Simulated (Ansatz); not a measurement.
## Ta, alloy series

Consider Ta in the bcc (W type) structure (space group Im-3m, No. 229).

```
Ta
1.0
   -1.64097     1.64097     1.64097
    1.64097    -1.64097     1.64097
    1.64097     1.64097    -1.64097
Ta
1
Cartesian
  0.00000   0.00000   0.00000
```

The other end (x = 1) is W in the bcc (W type) structure (space group Im-3m, No. 229): 15.69 Å³/atom, gap zero.

W replaces a fraction x of Ta; each row is one arrangement (x, atoms in the cell, starting space group or random), fully relaxed.

Level of theory: PBEsol (Ansatz, a quantum-chemistry and plane-wave program), scalar-relativistic without spin-orbit coupling.

Notes on the quantities. mixing energy: to 0.01 eV only: unlike meshes or grids.

| case | mixing energy | shortest interatomic distance | density |
|---|---|---|---|
| base | – | 2.842 Å | 17.00 g/cm³ |
| x(W) = 0.333, 3 atoms, P-3m1 | -0.06 eV/atom | 2.782 Å | 17.89 g/cm³ |
| x(W) = 0.5, 4 atoms, P4/nmm | -0.09 eV/atom | 2.733 Å | 18.31 g/cm³ |
| x(W) = 0.5, 4 atoms, Imma | -0.11 eV/atom | 2.722 Å | 18.31 g/cm³ |
| x(W) = 0.667, 3 atoms, I4/mmm | -0.12 eV/atom | 2.723 Å | 18.71 g/cm³ |

Each cell is one ordered arrangement of few atoms, which overstates ordering effects compared with a random alloy. No phonon test of stability was made. All final runs are without spin polarisation. An odd electron count without spin: TaW2.
